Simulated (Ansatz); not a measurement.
Worked example: self-consistent single point of a (001) slab of AlTc2 (cut from a parent of space group no. 139; 6 atoms in the cell) in Ansatz (a quantum-chemistry and plane-wave program).

Method: PBEsol, default PAW files made with PBE (plane waves; Ansatz).

```
CELL_PARAMETERS angstrom
      2.96612     0.00000     0.00000
      0.00000     2.96612     0.00000
      0.00000     0.00000    21.90558
ATOMIC_POSITIONS crystal
  Al 0.00000 0.00000 0.60743
  Tc 0.50000 0.50000 0.68045
  Tc 0.00000 0.00000 0.31955
  Al 0.50000 0.50000 0.39257
  Tc 0.00000 0.00000 0.46558
  Tc 0.50000 0.50000 0.53442
```

Reference input (self-consistent single point, DFT, PBEsol, plane waves, default PAW files made with PBE): basis.ecutwfc = 500 eV; kpoints.mp_grid.grid = 10 10 1; hamiltonian.xc = pbesol; hamiltonian.pseudopotentials = {kind: paw} (the program's default PAW files); scf.occupations.method = fermi_dirac; scf.occupations.width = 0.1 eV. This run's input differs from it in these lines:

Ansatz 0.2 input:
```diff
@@ -13,3 +13,3 @@
 basis:
-  ecutwfc: 500.0
+  ecutwfc: 425.0
 kpoints:
```

Log, with long lists cut:

```
SCF iter   1: F=—  HF=-22400.354412 eV  |F-HF|=—  |Δ(HF+E_count)|=         —  Δρ=4.68e-2  dr2=5.67e1  ethr=3.10e-3  ⟨swp⟩=9.2  Hψ=4376  notcnv=0
all-band conjugate gradients solve this SCF's bands
preconditioner: auto → LDOS
SCF iter   2: F=—  HF=-22397.188173 eV  |F-HF|=—  |Δ(HF+E_count)|=    3.17e0  Δρ=2.67e-2  dr2=6.24e0  ethr=3.10e-3  ⟨swp⟩=3.6  Hψ=2103  notcnv=0
   [... lines left out ...]
SCF iter   6: F=—  HF=-22396.832693 eV  |F-HF|=—  |Δ(HF+E_count)|=   3.56e-5  Δρ=2.42e-4  dr2=1.52e-4  ethr=1.19e-6  ⟨swp⟩=2.0  Hψ=1229  notcnv=0
SCF iter   7: F=—  HF=-22396.832713 eV  |F-HF|=—  |Δ(HF+E_count)|=   2.09e-5  Δρ=6.68e-5  dr2=1.43e-5  ethr=2.30e-7  ⟨swp⟩=2.0  Hψ=1219  notcnv=0
SCF iter   8: F=—  HF=-22396.832579 eV  |F-HF|=—  |Δ(HF+E_count)|=   1.34e-4  Δρ=2.15e-5  dr2=1.24e-6  ethr=2.17e-8  ⟨swp⟩=3.2  Hψ=1703  notcnv=0
SCF iter   9: F=-22396.832579 eV  HF=-22396.832579 eV  |F-HF|=1.16e-9  |Δ(HF+E_count)|=   2.11e-7  Δρ=5.85e-6  dr2=7.80e-8  ethr=1.52e-10  ⟨swp⟩=6.5  Hψ=4600  notcnv=0
SCF 1 converged in 9 iterations: F = -22396.832579 eV  dr2 = 7.80e-8
Free energy (F): -22396.832579 eV
Internal energy: -22396.559172 eV  (E = F + TS)
E sigma→0 (E₀):  -22396.695875 eV
Entropy (-TS):   -0.273407 eV (-45.568 meV/atom)
Fermi energy:    5.463733 eV
--- Forces (eV/Å), atoms counted from 1 ---
  atom   1  Al    -0.00000000     0.00000000     0.57896438
  atom   2  Tc     0.00000000     0.00000000    -0.76172300
  atom   3  Tc    -0.00000000     0.00000000     0.76172300
  atom   4  Al     0.00000000     0.00000000    -0.57896438
  atom   5  Tc    -0.00000000     0.00000000    -0.22810923
  atom   6  Tc     0.00000000     0.00000000     0.22810923
--- Stress (GPa, compression-positive) ---
       -6.943093      -0.000000      -0.000000
       -0.000000      -6.943093      -0.000000
       -0.000000      -0.000000      -2.455884
  P = ⅓ Tr σ = -5.4474 GPa (-54.474 kbar)
  The stress holds the Pulay correction. Without it, at fixed plane waves, as pw.x and ABINIT print it: P = -6.1128 GPa
```

The run converged in 9 iterations. Against the reference run the free energy rises by 9.5 meV/atom and the largest force moves little (0.761 to 0.762 eV/Å).

The starting cell comes from a database of computed structures (which also holds hypothetical and non-ambient phases and stackings), without a prior relaxation at this level. The slab is cut from that crystal, and its faces are unrelaxed. Its lattice was rescaled by up to half a per cent. Spin polarisation is off. The cutoff lies below the one recommended for these files.
